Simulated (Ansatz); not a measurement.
The cell is made up: elements placed on another compound's structure type, so the phase may be hypothetical.

Inside the gap of an insulator the Bloch states are evanescent, with a wavenumber k + iκ along the transport direction.

Consider the following.

```
MgS
1.0
    4.07199     0.00000     0.00000
    0.00000     6.74929     0.00000
    0.00000     0.00000     6.74929
Mg S
4 4
Direct
  0.00000   0.67378   0.32622
  0.00000   0.32622   0.67378
  0.50000   0.82622   0.82622
  0.50000   0.17378   0.17378
  0.00000   0.31002   0.31002
  0.00000   0.68998   0.68998
  0.50000   0.81002   0.18998
  0.50000   0.18998   0.81002
```

Space group of this cell: P4_2/mnm. The cell was relaxed by PBE-D3(BJ); by r2SCAN its mean pressure is 1.0 GPa.

Transport runs along the normal of the first two printed cell vectors.

No gap correction and no spin-orbit coupling; mid-gap values are interpolated between computed energies.

**Question.** Predict the band gap and the smallest decay constant κ at mid-gap from r2SCAN run with Ansatz (a first-principles code).

**Answer.** Gap 4.13 eV on a 8×6×6 mesh; κ = 0.279 1/Å, at the zone centre.
